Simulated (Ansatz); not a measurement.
The reference is ZnS in the wurtzite structure (space group P6_3mc, No. 186; a = 3.806 Å, c = 6.245 Å). Axes: x lies along a and z along c of the hexagonal cell.

Structures relaxed with r2SCAN (Ansatz, a quantum-chemistry and plane-wave program; PAW; 500 eV plane waves; scalar-relativistic without spin-orbit coupling).

Base:

Simulated powder pattern, Mo Kα, λ = 0.71073 Å (kinematic, ideal powder, no thermal factors, no anomalous dispersion; the 8 strongest lines at most, above 2 %, up to 2θ = 40°):

| 2θ (°) | I/Imax (%) | hkl |
|---|---|---|
| 12.38 | 89 | (100) |
| 13.07 | 58 | (002) |
| 14.00 | 100 | (101) |
| 18.04 | 37 | (102) |
| 21.52 | 77 | (110) |
| 23.30 | 81 | (103) |
| 25.26 | 55 | (112) |
| 38.83 | 30 | (213) |

It is then changed as follows: uniaxial stress, 5 GPa tension along x; all other stress components relax to zero.

Question: Where do the lines fall after the change?

Answer: 
Simulated powder pattern, Mo Kα, λ = 0.71073 Å (kinematic, ideal powder, no thermal factors, no anomalous dispersion; the 8 strongest lines at most, above 2 %, up to 2θ = 40°):

| 2θ (°) | d (Å) | I/Imax (%) | hkl |
|---|---|---|---|
| 11.95 | 3.415 | 92 | (100) |
| 12.69 | 3.216 | 47 | (010) |
| 13.22 | 3.088 | 88 | (002) |
| 13.66 | 2.988 | 100 | (101) |
| 14.31 | 2.853 | 50 | (011) |
| 21.64 | 1.893 | 75 | (110) |
| 23.26 | 1.763 | 80 | (103) |
| 25.44 | 1.614 | 55 | (112) |

The indices refer to the base's conventional cell; one index is shown for lines that coincide. The space group is now Cmc2_1 (No. 36).

Load acts through the strain it causes; cell and atoms are relaxed under it. Beyond what the load breaks, stability against distortions was not tested.
